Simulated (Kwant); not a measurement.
System: wire with an abrupt hard-wall neck in a Ge (holes) two-dimensional gas. Effective mass 0.06 mₑ, grid spacing 7.5 nm, hard walls, nominal width 150 nm (19 grid rows, so walls 150 nm apart), one parabolic valley, scattering region 450 nm long along x; energies count from the band bottom; Fermi energy swept from 0.00013927 to 0.002613 eV. Central neck 97 nm wide and 130 nm long.

Constants are typed, rounded textbook-type inputs, not results; the design itself was drawn at random and stands for no fabricated device.

Computed with Kwant: effective-mass tight-binding model on a square grid, one spin, coherent transport at 0 K. Conductance is in e²/h.

Sweep values stay those of the base run.

The neck length was swept, all else fixed.

```
neck length (nm)  G (e²/h) at E = 1.358 meV  G (e²/h) at E = 0.7487 meV  mean G (e²/h) over the sweep  G (e²/h) at E = 1.968 meV
----------------  -------------------------  --------------------------  ----------------------------  -------------------------
39                                     1.02                        0.85                          0.99                       1.23
65                                     1.00                           ?                          0.91                          ?
130                                    0.99                        0.93                          0.90                       1.00
200                                    0.98                        0.91                          0.89                       0.99
```

Q: Fill in the missing entries.

A: 
- 65, G (e²/h) at E = 0.7487 meV: 0.81
- 65, G (e²/h) at E = 1.968 meV: 1.06
